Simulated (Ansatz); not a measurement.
## HgTe (P3₁21, No. 152, 6 atoms in the cell; start mp-358; a measured phase of this formula has another space group)

These are r²SCAN in Ansatz (PAW) values and carry that method's errors.

Settings: plane-wave cutoff 560 eV, 12×12×4 k mesh (along the axes of the cell as run), Fermi–Dirac smearing 0.01 eV, scalar-relativistic PAW data made under PBE.

Cell (relaxed at this level):

```yaml
crystal:
  lattice:
    - [4.67863, 0.00000, 0.00000]
    - [-2.33932, 4.05181, 0.00000]
    - [0.00000, 0.00000, 10.38575]
  atoms:
    - { symbol: Hg, position: [0.30764, 0.30764, 0.00000] }
    - { symbol: Hg, position: [0.69236, 0.00000, 0.33333] }
    - { symbol: Hg, position: [0.00000, 0.69236, 0.66667] }
    - { symbol: Te, position: [0.48954, 0.48954, 0.50000] }
    - { symbol: Te, position: [0.51046, 0.00000, 0.83333] }
    - { symbol: Te, position: [0.00000, 0.51046, 0.16667] }
```

For HgTe (P3₁21, No. 152, 6 atoms in the cell; start mp-358; a measured phase of this formula has another space group), the band gap is 0.97 eV (on the SCF k mesh) and the bulk modulus B0 comes out as 13.4 GPa.

Note: the relaxation could not lower the start's symmetry, so the cell can be a saddle point above a distorted one; the bulk modulus is −V dP/dV from two relaxed cells at ±2 % in volume.

Spin–orbit coupling is not included; with these elements it can move the gap by several tenths of an eV or more.

Computed values are for the static lattice.

It cost very roughly 13 core-minutes of CPU time.

A start named mp-… is a Materials Project structure, which need not be a measured phase.

Ansatz is an electronic-structure program.
